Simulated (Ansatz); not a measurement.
# A short convergence ladder for TiO2 (I4_1/amd, 6 atoms in the cell)

```
CELL_PARAMETERS angstrom
     -1.88304     1.88304     4.73123
      1.88304    -1.88304     4.73123
      1.88304     1.88304    -4.73123
ATOMIC_POSITIONS crystal
  Ti 0.75000 0.25000 0.50000
  Ti 0.00000 0.00000 0.00000
  O  0.54200 0.04200 0.50000
  O  0.79200 0.79200 0.00000
  O  0.20800 0.20800 0.00000
  O  0.95800 0.45800 0.50000
```

Base method: LDA (PW92), default PAW files made with PBE (plane waves; Ansatz, an electronic-structure program).

Base settings: basis.ecutwfc = 420 eV; kpoints.mp_grid.grid = 9 9 9; hamiltonian.xc = lda; hamiltonian.pseudopotentials = {kind: paw} (the program's default PAW files); scf.occupations.method = fermi_dirac; scf.occupations.width = 0.02 eV.

**The force threshold of a relaxation**

On TiO2 (Imm2, 6 atoms in the cell): one atom moved by 0.15 angstrom.

In this ladder: relax = atoms.

The mesh stays at the base's, so the ladder's end is converged at best in this setting alone.

Only quantities that move along the ladder and can be compared are tabulated.

```csv
relax.f_tol,largest force left (eV/Å),relaxation steps
0.2 eV/Å,0.0432,4
0.05 eV/Å,0.0424,4
0.02 eV/Å,0.0013,5
0.005 eV/Å,0.0012,6
0.001 eV/Å,0.0000,7
```

Coarsest relax.f_tol that holds the largest force left within 0.01 eV/Å of the last step, with all finer ones: 0.02 eV/Å; the step before is off by 0.042 eV/Å.

On the base run: the starting cell has typed, rounded lattice constants, without a prior relaxation at this level. Its lattice was rescaled by up to half a per cent. In the base run, with a pressure of about -3 GPa the cell is away from its equilibrium volume at this level.

Keys are those of Ansatz 0.2.
